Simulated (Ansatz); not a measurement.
**A computed series for ZrSe2: response to strain**

The reference is ZrSe$_{2}$ in the CdI2 type structure (space group P-3m1, No. 164; layered, stacked along the Cartesian z axis).

```
CELL_PARAMETERS angstrom
      3.73508     0.00000     0.00000
     -1.86754     3.23467     0.00000
      0.00000     0.00000     6.03154
ATOMIC_POSITIONS crystal
  Zr 0.00000 0.00000 0.00000
  Se 0.33333 0.66667 0.26507
  Se 0.66667 0.33333 0.73493
```

Cartesian axes are those of the cell as printed.

Strains are applied to the cell and any free atomic positions relax; under biaxial strain the out-of-plane vector relaxes too.

Calculations: PBE-D3(BJ) (Ansatz, a first-principles code; PAW; 420 eV plane waves; without spin-orbit coupling).

Notes on the quantities. pressure: mean of the normal stresses, compression positive.

| change | pressure | shortest interatomic distance | band gap |
|---|---|---|---|
| base | 0.0 GPa | 2.684 Å | zero |
| biaxial strain −2.50 %, plane normal [001], relaxed out of plane | 2.3 GPa | 2.668 Å | zero |
| biaxial strain −2.00 %, plane normal [001], relaxed out of plane | ? | ? | zero |
| biaxial strain −1.50 %, plane normal [001], relaxed out of plane | ? | ? | zero |
| biaxial strain −1.00 %, plane normal [001], relaxed out of plane | 0.9 GPa | 2.677 Å | zero |
| biaxial strain +1.00 %, plane normal [001], relaxed out of plane | -0.8 GPa | 2.692 Å | 0.07 eV |
| biaxial strain +1.50 %, plane normal [001], relaxed out of plane | -1.2 GPa | 2.696 Å | 0.09 eV |
| biaxial strain +2.00 %, plane normal [001], relaxed out of plane | -1.6 GPa | 2.699 Å | 0.11 eV |
| biaxial strain +2.50 %, plane normal [001], relaxed out of plane | -2.0 GPa | 2.703 Å | 0.13 eV |
| biaxial strain +3.00 %, plane normal [001], relaxed out of plane | -2.3 GPa | 2.707 Å | 0.15 eV |

What belongs in the blanks?


- biaxial strain −2.00 %, plane normal [001], relaxed out of plane, pressure: 1.8 GPa
- biaxial strain −2.00 %, plane normal [001], relaxed out of plane, shortest interatomic distance: 2.671 Å
- biaxial strain −1.50 %, plane normal [001], relaxed out of plane, pressure: 1.3 GPa
- biaxial strain −1.50 %, plane normal [001], relaxed out of plane, shortest interatomic distance: 2.674 Å

Stability against distortions was not tested. The final runs are not spin-polarised. Gaps under 0.05 eV, about the width of the smearing, are given as zero. The zero or small gap of ZrSe2 can change with the level of theory.
